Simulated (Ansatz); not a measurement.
Worked example: self-consistent single point of YGe (P6_3/mmc, 4 atoms in the cell) in Ansatz (an electronic-structure program).

Computed with PBE (plane waves, PAW; Ansatz).

The change in words: lattice scaled by 1.015. Reference geometry:
```xyz
4
Lattice="4.9414 0.0000 0.0000 -2.4707 4.2794 0.0000 0.0000 0.0000 6.8871" Properties=species:S:1:pos:R:3 pbc="T T T"
Y      0.0000     0.0000     0.0000
Y      0.0000     0.0000     3.4436
Ge     0.0000     2.8529     1.7218
Ge     2.4707     1.4265     5.1653
```

Reference input (self-consistent single point, DFT, PBE, plane waves, default PAW files): basis.ecutwfc = 420 eV; kpoints.mp_grid.grid = 5 5 4; hamiltonian.xc = pbe; hamiltonian.pseudopotentials = {kind: paw} (the program's default PAW files); scf.occupations.method = cold; scf.occupations.width = 0.05 eV. This run's input differs from it in these lines:

Ansatz 0.2 input:
```diff
@@ -3,10 +3,10 @@
   lattice:
-    - [4.941414, 0.000000, 0.000000]
-    - [-2.470707, 4.279390, 0.000000]
-    - [0.000000, 0.000000, 6.887121]
+    - [5.015535, 0.000000, 0.000000]
+    - [-2.507768, 4.343581, 0.000000]
+    - [0.000000, 0.000000, 6.990428]
   atoms:
     - { symbol: Y, position_ang: [0.000000, 0.000000, 0.000000] }
-    - { symbol: Y, position_ang: [0.000000, 0.000000, 3.443560] }
-    - { symbol: Ge, position_ang: [-0.000002, 2.852928, 1.721780] }
-    - { symbol: Ge, position_ang: [2.470709, 1.426462, 5.165341] }
+    - { symbol: Y, position_ang: [0.000000, 0.000000, 3.495214] }
+    - { symbol: Ge, position_ang: [-0.000003, 2.895722, 1.747607] }
+    - { symbol: Ge, position_ang: [2.507770, 1.447859, 5.242821] }
 basis:
```

Output (repeated stretches shortened):

```
SCF iter   1: F=—  HF=-16286.710416 eV  |F-HF|=—  |Δ(HF+E_count)|=         —  Δρ=3.81e-3  dr2=5.17e-2  ethr=1.77e-3  ⟨swp⟩=5.1  Hψ=1653  notcnv=0
all-band conjugate gradients solve this SCF's bands
preconditioner: auto → LDOS
SCF iter   2: F=—  HF=-16286.705336 eV  |F-HF|=—  |Δ(HF+E_count)|=   5.08e-3  S|Δr|=    0.00e0  Δρ=2.27e-3  dr2=2.14e-2  ethr=1.03e-4  ⟨swp⟩=2.0  Hψ=642  notcnv=0  defer=2
   [... lines left out ...]
SCF iter   7: F=—  HF=-16286.702389 eV  |F-HF|=—  |Δ(HF+E_count)|=   6.61e-5  S|Δr|=    0.00e0  Δρ=4.66e-5  dr2=2.17e-6  ethr=5.08e-8  ⟨swp⟩=2.0  Hψ=557  notcnv=0  defer=2
SCF iter   8: F=—  HF=-16286.702393 eV  |F-HF|=—  |Δ(HF+E_count)|=   3.83e-6  S|Δr|=    0.00e0  Δρ=1.67e-5  dr2=3.11e-7  ethr=4.34e-9  ⟨swp⟩=2.0  Hψ=640  notcnv=0  defer=2
SCF iter   9: F=-16286.702393 eV  HF=-16286.702393 eV  |F-HF|=3.70e-8  |Δ(HF+E_count)|=   4.54e-7  S|Δr|=    0.00e0  Δρ=5.26e-6  dr2=3.08e-8  ethr=2.00e-10  ⟨swp⟩=5.9  Hψ=1767  notcnv=0
SCF 1 converged in 9 iterations: F = -16286.702393 eV  dr2 = 3.08e-8
Stability not checked (fill_not_monotonic)
Free energy (F): -16286.702393 eV
Internal energy: -16286.696381 eV  (E = F + TS)
E sigma→0 (E₀):  -16286.700389 eV
Entropy (-TS):   -0.006013 eV (-1.503 meV/atom)
Fermi energy:    5.230501 eV
--- Forces (eV/Å), atoms counted from 1 ---
  atom   1  Y     -0.00000000     0.00000000     0.00000000
   [... zero for the other atoms too ...]
--- Stress (GPa, compression-positive) ---
      -11.415787       0.000000       0.000000
       -0.000000     -11.415787       0.000000
        0.000000       0.000000      -3.752737
  P = ⅓ Tr σ = -8.8614 GPa (-88.614 kbar)
  The stress holds the Pulay correction. Without it, at fixed plane waves, as pw.x and ABINIT print it: P = -8.8695 GPa
```

The run converged in 9 iterations. Against the reference run the free energy goes up by 89.6 meV/atom and the pressure goes from -8.38 to -8.86 GPa.

The starting cell was generated: these elements placed on a structure prototype, without a prior relaxation; it need not be a known phase or ordering of this composition. For this run, on top of that: lattice scaled by 1.015. Ansatz's pressure includes its estimate of the finite-basis (Pulay) stress.
